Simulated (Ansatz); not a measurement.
The parent structure is ZnS in the zinc blende structure (space group F-43m, No. 216; a = 5.357 Å). Axes: x, y, z lie along the cube axes.

Method: Ansatz (a program for electronic structure) PBEsol, without spin-orbit coupling.

Base values:

* **Electron mass**: 0.17 mₑ (at Γ)
* **Band gap**: 2.09 eV

One thing is altered: biaxial strain +1.00 %, plane normal [001], relaxed out of plane (Cartesian); in-plane vectors clamped, the third vector and the atoms free.

Question: What happens to the in-plane stress?

Answer: The mean in-plane stress (compression positive) comes out as -0.9 GPa.

Question: How does this affect the electron mass?

Answer: The electron mass is still 0.17 mₑ (at Γ).

Question: What does the calculation give for the band gap after the change?

Answer: The band gap shrinks by 0.085 eV to 2.00 eV.

Question: What does the calculation give for the energy relative to the base after the change?

Answer: The energy grows by 1.1 meV/atom.

Masses are band curvatures over ±0.01 Å⁻¹ around the edge. Whether these cells are dynamically stable was not tested.
